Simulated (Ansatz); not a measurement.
Random Si-Ge alloy, 4x4x4 cubic cells, lattice parameter by Vegard's rule

Prepared with LAMMPS with Tersoff's 1989 multicomponent potential (SiCGe.tersoff): minimisation. Geometry as solved with PBE, support functions at accuracy medium on the grid of 370 eV (Ansatz, an electronic-structure program).

```xyz
512
Lattice="22.65 0.00 0.00 0.00 22.65 0.00 0.00 0.00 22.65" Properties=species:S:1:pos:R:3 pbc="T T T"
Si     0.04     0.00    -0.02
Si     1.37     1.40     1.37
Ge     2.80     2.78    -0.01
Ge     4.21     4.26     1.41
Ge     2.81     0.03     2.79
Ge     4.20     1.45     4.29
Ge    -0.02     2.84     2.76
Ge     1.45     4.25     4.23
Ge     0.02     0.04     5.70
Si     1.42     1.48     7.10
Si     2.79     2.83     5.70
Ge     4.21     4.21     7.13
Ge     2.84     0.09     8.51
Si     4.25     1.49     9.94
Si     0.07     2.85     8.51
Si     1.44     4.25     9.88
Ge    -0.01    -0.01    11.33
Ge     1.42     1.45    12.72
Si     2.82     2.86    11.27
Ge     4.23     4.23    12.71
Ge     2.81    -0.05    14.16
Ge     4.24     1.39    15.59
Si     0.00     2.79    14.17
Ge     1.40     4.21    15.56
Si     0.05     0.02    16.98
Si     1.39     1.37    18.43
Ge     2.82     2.81    17.05
Si     4.24     4.29    18.38
Si     2.77    -0.02    19.81
Ge     4.24     1.36    21.20
Si     0.02     2.78    19.80
Ge     1.42     4.22    21.16
Ge    -0.03     5.60     0.00
Ge     1.41     7.04     1.45
Ge     2.82     8.47     0.01
Ge     4.21     9.94     1.44
Si     2.84     5.66     2.83
Ge     4.20     7.08     4.25
Ge     0.00     8.50     2.88
Si     1.42     9.93     4.26
Ge     0.01     5.70     5.65
Si     1.42     7.06     7.11
Ge     2.78     8.51     5.70
Ge     4.22     9.94     7.14
Si     2.78     5.66     8.48
Ge     4.22     7.07     9.86
Ge     0.01     8.45     8.53
Ge     1.43     9.97     9.92
Ge     0.04     5.68    11.31
Si     1.44     7.09    12.74
Ge     2.85     8.52    11.37
Si     4.28     9.90    12.78
Ge     2.84     5.70    14.16
Si     4.27     7.10    15.59
Ge     0.05     8.50    14.15
Si     1.47     9.87    15.58
Ge     0.01     5.66    17.00
Ge     1.49     7.09    18.38
Si     2.88     8.51    16.95
Si     4.19     9.93    18.37
Si     2.85     5.64    19.78
Ge     4.23     7.05    21.20
Ge     0.01     8.50    19.81
Ge     1.45     9.94    21.22
Ge     0.04    11.38     0.00
Si     1.43    12.73     1.45
Ge     2.79    14.13     0.00
Ge     4.21    15.60     1.41
Si     2.76    11.32     2.85
Ge     4.19    12.74     4.23
Ge     0.04    14.20     2.82
Si     1.43    15.60     4.23
Ge     0.04    11.34     5.68
Si     1.42    12.76     7.12
Ge     2.79    14.19     5.69
Si     4.22    15.57     7.10
Si     2.82    11.39     8.51
Si     4.23    12.70     9.91
Si     0.00    14.14     8.45
Ge     1.42    15.54     9.85
Si     0.03    11.37    11.34
Si     1.42    12.70    12.73
Ge     2.83    14.10    11.32
Ge     4.23    15.59    12.76
Ge     2.85    11.32    14.17
Si     4.24    12.75    15.57
Ge     0.05    14.14    14.13
Ge     1.42    15.63    15.59
Ge     0.05    11.29    16.97
Ge     1.44    12.75    18.43
Ge     2.89    14.19    17.00
Si     4.32    15.56    18.43
Si     2.86    11.31    19.78
Ge     4.26    12.76    21.16
Si    -0.01    14.18    19.77
Ge     1.36    15.58    21.23
Si    -0.03    17.01    -0.02
Ge     1.42    18.36     1.40
Ge     2.83    19.81    -0.08
Ge     4.26    21.24     1.36
Si     2.81    16.98     2.86
Si     4.21    18.37     4.21
Ge    -0.01    19.81     2.82
Ge     1.42    21.24     4.25
Ge    -0.02    16.94     5.65
Ge     1.44    18.35     7.09
Ge     2.86    19.79     5.64
Ge     4.25    21.26     7.10
Si     2.86    16.94     8.48
Ge     4.24    18.34     9.92
Ge    -0.01    19.82     8.49
Ge     1.44    21.25     9.91
Ge     0.02    16.99    11.33
Ge     1.44    18.40    12.80
Ge     2.87    19.83    11.36
Si     4.27    21.23    12.78
Si     2.84    17.00    14.18
Ge     4.22    18.44    15.57
Ge     0.00    19.80    14.26
Si     1.41    21.25    15.64
Si    -0.03    17.00    17.00
Ge     1.42    18.40    18.37
Si     2.80    19.84    16.98
Ge     4.20    21.19    18.45
Ge     2.88    16.97    19.80
Si     4.28    18.42    21.18
Ge     0.00    19.83    19.85
Si     1.41    21.28    21.23
Si     5.67    -0.06    -0.08
Ge     7.02     1.38     1.35
Ge     8.46     2.86    -0.03
Ge     9.90     4.26     1.43
Ge     8.48    -0.01     2.79
Ge     9.88     1.41     4.25
Ge     5.64     2.83     2.83
Ge     7.10     4.28     4.23
Ge     5.69     0.05     5.71
Si     7.05     1.48     7.14
Ge     8.47     2.84     5.71
Ge     9.94     4.28     7.08
Ge     8.49     0.07     8.51
Si     9.94     1.40     9.95
Si     5.66     2.83     8.55
Si     7.08     4.20     9.90
Ge     5.62     0.06    11.39
Si     7.10     1.42    12.77
Ge     8.50     2.81    11.33
Si     9.88     4.24    12.75
Ge     8.52     0.00    14.16
Si     9.91     1.40    15.59
Ge     5.69     2.83    14.16
Si     7.03     4.26    15.59
Ge     5.65    -0.05    17.01
Ge     7.08     1.40    18.41
Ge     8.48     2.83    16.95
Ge     9.87     4.27    18.43
Ge     8.48    -0.05    19.85
Ge     9.93     1.41    21.24
Ge     5.64     2.88    19.80
Si     7.08     4.26    21.20
Ge     5.69     5.64    -0.03
Ge     7.11     7.05     1.44
Ge     8.51     8.49    -0.01
Ge     9.92     9.90     1.47
Si     8.53     5.67     2.85
Ge     9.97     7.04     4.25
Ge     5.66     8.51     2.85
Ge     7.12     9.96     4.24
Ge     5.64     5.66     5.69
Ge     7.05     7.13     7.12
Ge     8.54     8.51     5.68
Si     9.92     9.91     7.10
Ge     8.48     5.67     8.54
Si     9.89     7.08     9.92
Si     5.64     8.53     8.53
Si     7.03     9.89     9.89
Ge     5.67     5.63    11.27
Ge     7.03     7.09    12.75
Ge     8.47     8.50    11.28
Ge     9.88     9.92    12.74
Ge     8.46     5.62    14.16
Ge     9.92     7.06    15.58
Si     5.61     8.49    14.16
Ge     7.02     9.91    15.56
Si     5.62     5.64    16.95
Ge     7.04     7.03    18.38
Ge     8.48     8.49    16.98
Ge     9.94     9.96    18.36
Si     8.43     5.64    19.82
Ge     9.89     7.05    21.17
Ge     5.60     8.51    19.75
Ge     7.05     9.90    21.21
Ge     5.65    11.34    -0.02
Ge     7.14    12.76     1.38
Si     8.49    14.22    -0.03
Ge     9.93    15.58     1.41
Si     8.51    11.34     2.81
Ge     9.93    12.74     4.21
Ge     5.66    14.16     2.81
Ge     7.08    15.60     4.22
Ge     5.66    11.35     5.68
Si     7.06    12.74     7.08
Ge     8.47    14.13     5.67
Ge     9.90    15.57     7.08
Ge     8.44    11.29     8.47
Ge     9.84    12.75     9.93
Ge     5.62    14.12     8.49
Ge     7.04    15.54     9.98
Ge     5.67    11.32    11.34
Si     7.09    12.77    12.74
Si     8.46    14.14    11.36
Ge     9.90    15.57    12.72
Ge     8.47    11.37    14.17
Si     9.92    12.72    15.60
Ge     5.67    14.14    14.18
Si     7.07    15.56    15.59
Ge     5.61    11.37    17.01
Si     7.05    12.78    18.41
Ge     8.48    14.14    16.97
Ge     9.92    15.61    18.37
Ge     8.46    11.37    19.79
Ge     9.89    12.79    21.24
Si     5.71    14.19    19.79
Si     7.07    15.54    21.22
Ge     5.65    16.99    -0.06
Ge     7.12    18.39     1.38
Si     8.47    19.83    -0.05
Ge     9.90    21.18     1.38
Si     8.51    16.98     2.80
Ge     9.93    18.39     4.18
Ge     5.63    19.78     2.83
Ge     7.06    21.24     4.25
Ge     5.60    16.98     5.66
Ge     7.06    18.40     7.08
Ge     8.51    19.81     5.65
Ge     9.92    21.25     7.09
Ge     8.47    16.97     8.53
Ge     9.93    18.38     9.96
Ge     5.66    19.83     8.53
Ge     7.07    21.28     9.95
Si     5.65    16.97    11.35
Ge     7.02    18.41    12.76
Ge     8.51    19.85    11.38
Si     9.92    21.27    12.73
Ge     8.46    16.96    14.19
Ge     9.91    18.40    15.61
Si     5.63    19.84    14.15
Ge     7.09    21.17    15.58
Ge     5.69    17.00    17.01
Si     7.07    18.45    18.42
Si     8.48    19.78    17.02
Ge     9.92    21.20    18.38
Ge     8.45    17.00    19.82
Ge     9.92    18.44    21.23
Si     5.67    19.80    19.83
Si     7.05    21.18    21.24
Ge    11.35    -0.03     0.00
Ge    12.80     1.38     1.43
Ge    14.14     2.86    -0.05
Ge    15.55     4.26     1.44
Si    14.24    -0.01     2.83
Si    15.58     1.39     4.26
Ge    11.35     2.83     2.85
Ge    12.80     4.26     4.29
Ge    11.36    -0.01     5.63
Ge    12.79     1.44     7.05
Si    14.24     2.83     5.65
Si    15.58     4.24     7.05
Ge    14.17     0.00     8.51
Ge    15.61     1.46     9.89
Ge    11.33     2.81     8.52
Ge    12.76     4.30     9.88
Si    11.28    -0.01    11.33
Ge    12.70     1.39    12.72
Ge    14.16     2.85    11.34
Ge    15.60     4.22    12.81
Ge    14.17     0.03    14.20
Si    15.61     1.42    15.60
Ge    11.28     2.83    14.17
Ge    12.77     4.20    15.62
Si    11.28     0.02    16.97
Ge    12.76     1.39    18.36
Si    14.21     2.78    16.98
Ge    15.54     4.22    18.43
Si    14.16     0.00    19.79
Ge    15.58     1.41    21.19
Ge    11.36     2.85    19.82
Si    12.76     4.28    21.20
Ge    11.35     5.65    -0.03
Ge    12.76     7.08     1.45
Ge    14.19     8.50    -0.01
Ge    15.64     9.93     1.41
Si    14.16     5.67     2.85
Ge    15.57     7.07     4.27
Si    11.34     8.47     2.85
Ge    12.75     9.85     4.26
Si    11.39     5.67     5.69
Si    12.77     7.05     7.05
Si    14.15     8.45     5.69
Ge    15.58     9.89     7.04
Si    14.16     5.65     8.41
Ge    15.54     7.05     9.86
Ge    11.32     8.45     8.47
Ge    12.74     9.92     9.89
Ge    11.28     5.67    11.34
Ge    12.75     7.09    12.76
Ge    14.17     8.52    11.33
Si    15.60     9.95    12.70
Ge    14.18     5.67    14.22
Si    15.55     7.12    15.59
Ge    11.33     8.52    14.18
Ge    12.77     9.92    15.64
Ge    11.37     5.68    17.05
Si    12.81     7.07    18.41
Si    14.16     8.45    17.00
Ge    15.58     9.85    18.39
Si    14.13     5.66    19.81
Ge    15.59     7.05    21.18
Ge    11.36     8.49    19.77
Ge    12.73     9.93    21.24
Ge    11.33    11.37     0.05
Si    12.73    12.77     1.46
Ge    14.13    14.14     0.03
Ge    15.59    15.58     1.42
Ge    14.15    11.34     2.83
Ge    15.58    12.76     4.29
Si    11.37    14.16     2.83
Si    12.76    15.51     4.24
Ge    11.32    11.30     5.69
Ge    12.78    12.79     7.07
Si    14.17    14.21     5.66
Si    15.60    15.54     7.05
Ge    14.20    11.36     8.50
Si    15.64    12.73     9.90
Ge    11.31    14.16     8.52
Ge    12.75    15.59     9.94
Ge    11.31    11.34    11.33
Ge    12.76    12.73    12.77
Ge    14.21    14.12    11.32
Ge    15.59    15.58    12.76
Ge    14.23    11.33    14.18
Si    15.55    12.79    15.62
Ge    11.31    14.15    14.21
Ge    12.75    15.59    15.64
Si    11.35    11.39    16.98
Si    12.75    12.76    18.35
Si    14.17    14.15    17.02
Si    15.56    15.53    18.41
Ge    14.14    11.34    19.77
Ge    15.60    12.75    21.23
Ge    11.35    14.16    19.78
Ge    12.73    15.61    21.25
Si    11.31    17.01    -0.01
Ge    12.72    18.40     1.39
Ge    14.21    19.84     0.00
Si    15.60    21.23     1.47
Ge    14.13    16.95     2.85
Ge    15.63    18.36     4.23
Si    11.33    19.81     2.78
Ge    12.76    21.23     4.15
Ge    11.35    16.94     5.61
Ge    12.76    18.39     7.04
Ge    14.19    19.82     5.62
Ge    15.60    21.26     7.05
Ge    14.20    16.96     8.46
Ge    15.55    18.43     9.93
Ge    11.34    19.80     8.51
Ge    12.74    21.23     9.97
Si    11.35    16.99    11.36
Si    12.71    18.41    12.72
Si    14.12    19.79    11.37
Ge    15.56    21.19    12.76
Ge    14.12    17.03    14.14
Ge    15.56    18.45    15.59
Ge    11.31    19.84    14.12
Ge    12.72    21.24    15.61
Si    11.36    17.03    17.02
Si    12.74    18.42    18.39
Si    14.11    19.81    17.02
Ge    15.53    21.25    18.37
Ge    14.19    17.02    19.80
Si    15.59    18.42    21.22
Si    11.36    19.79    19.77
Ge    12.77    21.22    21.17
Ge    16.99     0.00     0.05
Si    18.41     1.45     1.39
Si    19.80     2.84     0.02
Si    21.16     4.24     1.41
Ge    19.80     0.02     2.79
Ge    21.24     1.43     4.24
Ge    16.99     2.80     2.84
Ge    18.41     4.30     4.26
Si    16.97     0.02     5.62
Ge    18.36     1.40     7.08
Ge    19.83     2.85     5.69
Ge    21.30     4.24     7.12
Si    19.81     0.01     8.47
Ge    21.25     1.42     9.84
Si    16.96     2.86     8.44
Ge    18.39     4.22     9.87
Ge    17.00    -0.01    11.34
Ge    18.40     1.43    12.81
Ge    19.82     2.81    11.31
Ge    21.28     4.21    12.75
Ge    19.86     0.01    14.22
Si    21.32     1.39    15.58
Si    16.97     2.80    14.21
Ge    18.38     4.24    15.57
Si    16.95     0.01    16.97
Ge    18.36     1.41    18.39
Ge    19.86     2.79    16.95
Ge    21.25     4.20    18.43
Ge    19.82     0.01    19.82
Ge    21.26     1.44    21.27
Si    17.01     2.84    19.83
Si    18.40     4.17    21.25
Ge    17.02     5.63    -0.01
Ge    18.42     7.08     1.47
Ge    19.81     8.51     0.00
Ge    21.25     9.93     1.41
Si    19.86     5.66     2.83
Si    21.23     7.05     4.22
Si    16.98     8.49     2.85
Ge    18.36     9.92     4.24
Si    16.96     5.64     5.68
Ge    18.40     7.04     7.06
Ge    19.82     8.45     5.61
Ge    21.24     9.87     7.07
Ge    19.87     5.68     8.53
Si    21.23     7.10     9.96
Ge    17.02     8.51     8.51
Si    18.41     9.90     9.96
Ge    16.98     5.64    11.31
Ge    18.42     7.12    12.69
Si    19.84     8.52    11.28
Ge    21.27     9.91    12.68
Ge    19.82     5.66    14.13
Ge    21.23     7.09    15.58
Ge    16.94     8.51    14.13
Ge    18.38     9.92    15.57
Ge    16.96     5.71    17.01
Si    18.37     7.08    18.45
Ge    19.77     8.48    17.03
Ge    21.21     9.94    18.42
Ge    19.76     5.62    19.83
Ge    21.22     7.06    21.23
Si    17.01     8.48    19.80
Ge    18.38     9.94    21.21
Si    17.02    11.36     0.00
Si    18.39    12.73     1.38
Ge    19.79    14.16     0.00
Ge    21.20    15.64     1.42
Ge    19.80    11.36     2.80
Ge    21.24    12.77     4.25
Ge    17.05    14.15     2.84
Si    18.41    15.60     4.24
Si    16.97    11.32     5.66
Ge    18.35    12.74     7.09
Ge    19.81    14.20     5.68
Si    21.27    15.52     7.10
Ge    19.80    11.30     8.52
Ge    21.28    12.75     9.90
Si    16.95    14.16     8.49
Si    18.36    15.55     9.85
Si    16.98    11.30    11.29
Ge    18.36    12.71    12.71
Ge    19.77    14.18    11.28
Ge    21.22    15.57    12.75
Ge    19.83    11.31    14.13
Ge    21.26    12.74    15.57
Ge    17.00    14.16    14.22
Si    18.42    15.57    15.59
Ge    16.96    11.37    16.99
Ge    18.40    12.78    18.46
Ge    19.85    14.21    17.01
Si    21.31    15.58    18.39
Si    19.81    11.35    19.83
Ge    21.24    12.77    21.19
Si    16.96    14.20    19.81
Ge    18.39    15.59    21.20
Ge    17.00    17.05    -0.01
Si    18.40    18.41     1.46
Ge    19.83    19.75     0.01
Ge    21.26    21.26     1.37
Si    19.75    17.00     2.84
Ge    21.16    18.40     4.25
Si    16.99    19.80     2.79
Ge    18.36    21.22     4.23
Si    17.00    16.92     5.64
Ge    18.41    18.36     7.02
Si    19.78    19.83     5.64
Ge    21.18    21.24     7.06
Ge    19.83    16.93     8.48
Ge    21.20    18.41     9.94
Ge    17.02    19.82     8.49
Ge    18.48    21.24     9.92
Ge    17.03    16.98    11.30
Ge    18.41    18.44    12.77
Si    19.83    19.82    11.36
Ge    21.23    21.20    12.77
Ge    19.83    17.01    14.23
Si    21.23    18.40    15.66
Si    16.99    19.83    14.18
Ge    18.39    21.22    15.61
Ge    16.98    16.94    17.00
Ge    18.45    18.40    18.39
Si    19.83    19.81    16.98
Ge    21.25    21.25    18.35
Ge    19.91    16.98    19.81
Si    21.27    18.39    21.25
Ge    16.97    19.81    19.81
Ge    18.41    21.21    21.25
```
